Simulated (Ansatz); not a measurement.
Fluorite CoSi2

Method: PBEsol-D3(BJ) (PAW; Ansatz, a quantum-chemistry and plane-wave program).

Settings: plane-wave cutoff 520 eV, 18×18×18 k mesh, Fermi–Dirac smearing 0.05 eV, no spin polarisation, scalar-relativistic PAW data made under PBE.

Cell (relaxed at this level):

```
CoSi2
1.0
    0.00000     2.63310     2.63310
    2.63310     0.00000     2.63310
    2.63310     2.63310     0.00000
Co Si
1 2
Direct
  0.00000   0.00000   0.00000
  0.25000   0.25000   0.25000
  0.75000   0.75000   0.75000
```

```json
{
  "bulk modulus B0": "207 GPa",
  "band_gap": "zero (no gap)",
  "pressure derivative B′ of the bulk modulus": "4.4"
}
```

Static lattice: no zero-point or thermal effects.

Cost on a shared machine: about 90 core-seconds (a rough figure).
